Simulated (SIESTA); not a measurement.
Worked example: self-consistent single point of GaPt (P2_13, 8 atoms in the cell) in SIESTA.

Method of the run: GGA PBEsol, numerical atomic orbitals DZP, PseudoDojo PBEsol standard norm-conserving potentials (rewritten from UPF to PSML) (SIESTA 5.4.2).

The change in words: lattice scaled by 0.98. Reference geometry:
```
CELL_PARAMETERS angstrom
      4.89923     0.00000     0.00000
      0.00000     4.89923     0.00000
      0.00000     0.00000     4.89923
ATOMIC_POSITIONS crystal
  Ga 0.09298 0.09298 0.09298
  Ga 0.40702 0.90702 0.59298
  Ga 0.59298 0.40702 0.90702
  Ga 0.90702 0.59298 0.40702
  Pt 0.39943 0.39943 0.39943
  Pt 0.10057 0.60057 0.89943
  Pt 0.89943 0.10057 0.60057
  Pt 0.60057 0.89943 0.10057
```

Reference input (self-consistent single point, DFT, GGA PBEsol, numerical atomic orbitals DZP, PseudoDojo PBEsol standard norm-conserving potentials (rewritten from UPF to PSML)): XC.functional = GGA; XC.authors = PBEsol; potentials = PseudoDojo PBEsol standard; PAO.BasisSize = DZP; PAO.EnergyShift = 0.01 Ry; MeshCutoff = 400 Ry; kgrid.MonkhorstPack = 5 5 5; OccupationFunction = MP; OccupationMPOrder = 0; ElectronicTemperature = 200 meV; MaxSCFIterations = 150; SCF.Mixer.Method = Broyden. This run's input differs from it in these lines:

```diff
@@ -12,5 +12,5 @@
 %block LatticeVectors
-     4.899229000    0.000000000    0.000000000
-     0.000000000    4.899229000    0.000000000
-     0.000000000    0.000000000    4.899229000
+     4.801244000    0.000000000    0.000000000
+     0.000000000    4.801244000    0.000000000
+     0.000000000    0.000000000    4.801244000
 %endblock LatticeVectors
@@ -18,10 +18,10 @@
 %block AtomicCoordinatesAndAtomicSpecies
-     0.455530312    0.455530312    0.455530312  1
-     1.994084188    4.443698688    2.905144812  1
-     2.905144812    1.994084188    4.443698688  1
-     4.443698688    2.905144812    1.994084188  1
-     1.956899039    1.956899039    1.956899039  2
-     0.492715461    2.942329961    4.406513539  2
-     4.406513539    0.492715461    2.942329961  2
-     2.942329961    4.406513539    0.492715461  2
+     0.446419667    0.446419667    0.446419667  1
+     1.954202333    4.354824333    2.847041667  1
+     2.847041667    1.954202333    4.354824333  1
+     4.354824333    2.847041667    1.954202333  1
+     1.917760891    1.917760891    1.917760891  2
+     0.482861109    2.883483109    4.318382891  2
+     4.318382891    0.482861109    2.883483109  2
+     2.883483109    4.318382891    0.482861109  2
 %endblock AtomicCoordinatesAndAtomicSpecies
```

The program printed (abridged):

```
        iscf     Eharris(eV)        E_KS(eV)     FreeEng(eV)     dDmax    Ef(eV) dHmax(eV)
   scf:    1   -22403.375706   -22493.068602   -22493.093280  1.149243 -0.781786 15.402109
   scf:    2   -22519.750169   -22507.483597   -22507.511872  0.159357 -1.457583 10.358610
   scf:    3   -22522.346338   -22518.428758   -22518.464617  0.268785 -2.556149  2.410155
   scf:    4   -22518.870143   -22518.723869   -22518.760347  0.180396 -2.777724  0.939151
   scf:    5   -22518.844763   -22518.811804   -22518.847829  0.052464 -2.755833  0.021786
   [... 3 lines left out ...]
   scf:    9   -22518.812464   -22518.812405   -22518.848480  0.001057 -2.764270  0.007064
   scf:   10   -22518.812420   -22518.812413   -22518.848485  0.000200 -2.764339  0.003320
   scf:   11   -22518.812420   -22518.812417   -22518.848487  0.000183 -2.764328  0.000276
   scf:   12   -22518.812417   -22518.812417   -22518.848487  0.000014 -2.764345  0.000218
SCF Convergence by DM+H criterion
max |DM_out - DM_in|         :     0.0000137046
max |H_out - H_in|      (eV) :     0.0002176417
SCF cycle converged after 12 iterations

Using DM_out to compute the final energy and forces

siesta: E_KS(eV) =           -22518.8124

siesta: E_KS - E_eggbox =    -22518.8124

siesta: Atomic forces (eV/Ang):
     1    0.087598    0.087598    0.087598
     2   -0.087598   -0.087598    0.087598
     3    0.087598   -0.087598   -0.087598
     4   -0.087598    0.087598   -0.087598
     5    0.035443    0.035443    0.035443
     6   -0.035443   -0.035443    0.035443
     7    0.035443   -0.035443   -0.035443
     8   -0.035443    0.035443   -0.035443
   Tot   -0.000000    0.000000   -0.000000
   Max    0.087598
   Res    0.066819    sqrt( Sum f_i^2 / 3N )
   Max    0.087598    constrained

   [... lines left out ...]
siesta: FreeEng =    -22518.848487
siesta: Cell volume =        110.678008 Ang**3
siesta:         160.26124442        162.61279068  kBar
   [... lines left out ...]

              0.028   0.040   0.028

mulliken: Qtot =      124.000

Mulliken Atomic Populations:
Atom #   charge [q] valence [e]  Species
     1    -0.262243   13.262243  Ga
     2    -0.262243   13.262243  Ga
     3    -0.262243   13.262243  Ga
     4    -0.262243   13.262243  Ga
     5     0.262243   17.737757  Pt
     6     0.262243   17.737757  Pt
     7     0.262243   17.737757  Pt
     8     0.262243   17.737757  Pt
 Total    -0.000000
```

The run converged in 12 iterations. Against the reference run the free energy rises by 43.8 meV/atom, the pressure goes from 1.18 to 16.03 GPa and the largest force goes from 0.068 to 0.152 eV/Å.

The starting cell comes from a database of computed structures (which also holds hypothetical and non-ambient phases and stackings), without a prior relaxation at this level. Its lattice was rescaled by a random factor within 2.5 % of one. For this run, on top of that: lattice scaled by 0.98. Spin polarisation is off. Values carry the incompleteness of an atom-centred basis. With a pressure of about 16 GPa the cell is away from its equilibrium volume at this level.

Cost on one core of a shared machine: roughly 4 min.
